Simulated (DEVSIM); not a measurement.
Structure: Schottky contact on n-type Si, at 300 K.

```
layer (left to right)  material  thickness (μm)  Nd (cm⁻³)  τn (s)  τp (s)
---------------------  --------  --------------  ---------  ------  ------
1                            Si            5.40     1.7e16  8.7e-6  8.7e-6
```

Left contact: Schottky, work function 4.72 eV, emission velocity 1.9e6 cm/s. Right contact: ohmic. Voltage is applied to the left contact. Recombination: SRH at mid-gap. Mobility is μmin + (μ − μmin)/(1 + (N/Nref)^α).

This is a model device: material constants are rounded textbook-type values typed into the input, and sizes, dopings and lifetimes were drawn at random. Values at 300 K.

| parameter | Si |
|---|---|
| gap (eV) | 1.124 |
| affinity (eV) | 4.05 |
| permittivity | 11.7 |
| Nc (cm⁻³) | 2.86e19 |
| Nv (cm⁻³) | 3.1e19 |
| μn (cm²/Vs) | 1417 |
| μp (cm²/Vs) | 470 |
| μn,min | 52 |
| μp,min | 45 |
| Nref,n | 9.7e16 |
| Nref,p | 2.2e17 |
| αn | 0.68 |
| αp | 0.72 |

Model (solved in DEVSIM): 1D drift-diffusion, Boltzmann statistics, complete ionisation; no tunnelling, impact ionisation, image-force lowering or self-heating. Metal contacts follow the ideal Schottky-Mott rule: no Fermi-level pinning, no interface dipoles.

Problem. Tabulate band edges, carrier densities and field at zero bias.

Solution. Energies count from the Fermi level of the right contact; mesh points crowd at the junctions.

| x (μm) | Ec (eV) | Ev (eV) | n (cm⁻³) | p (cm⁻³) | field (V/cm) |
|---|---|---|---|---|---|
| 0.000 | 0.670 | -0.454 | 1.6e8 | 7.3e11 | -49000 |
| 0.01208 | 0.613 | -0.511 | 1.4e9 | 8.1e10 | -46000 |
| 0.03018 | 0.535 | -0.589 | 3.0e10 | 3.9e9 | -41000 |
| 0.06067 | 0.423 | -0.701 | 2.3e12 | 5.1e7 | -33000 |
| 0.1194 | 0.275 | -0.849 | 6.9e14 | 170000 | -18000 |
| 0.1910 | 0.205 | -0.919 | 1.0e16 | 11000 | -3900 |
| 0.2983 | 0.193 | -0.931 | 1.7e16 | 7000 | -150 |
| 0.5440 | 0.192 | -0.932 | 1.7e16 | 6800 | ≈ 0 |
| 0.8274 | 0.192 | -0.932 | 1.7e16 | 6800 | ≈ 0 |
| 1.252 | 0.192 | -0.932 | 1.7e16 | 6800 | ≈ 0 |
| 1.967 | 0.192 | -0.932 | 1.7e16 | 6800 | ≈ 0 |
| 3.199 | 0.192 | -0.932 | 1.7e16 | 6800 | ≈ 0 |
| 3.939 | 0.192 | -0.932 | 1.7e16 | 6800 | ≈ 0 |
| 4.433 | 0.192 | -0.932 | 1.7e16 | 6800 | ≈ 0 |
| 4.862 | 0.192 | -0.932 | 1.7e16 | 6800 | ≈ 0 |
| 5.049 | 0.192 | -0.932 | 1.7e16 | 6800 | ≈ 0 |
| 5.174 | 0.192 | -0.932 | 1.7e16 | 6800 | ≈ 0 |
| 5.264 | 0.192 | -0.932 | 1.7e16 | 6800 | ≈ 0 |
| 5.329 | 0.192 | -0.932 | 1.7e16 | 6800 | ≈ 0 |
| 5.361 | 0.192 | -0.932 | 1.7e16 | 6800 | ≈ 0 |
| 5.382 | 0.192 | -0.932 | 1.7e16 | 6800 | ≈ 0 |
| 5.400 | 0.192 | -0.932 | 1.7e16 | 6800 | ≈ 0 |
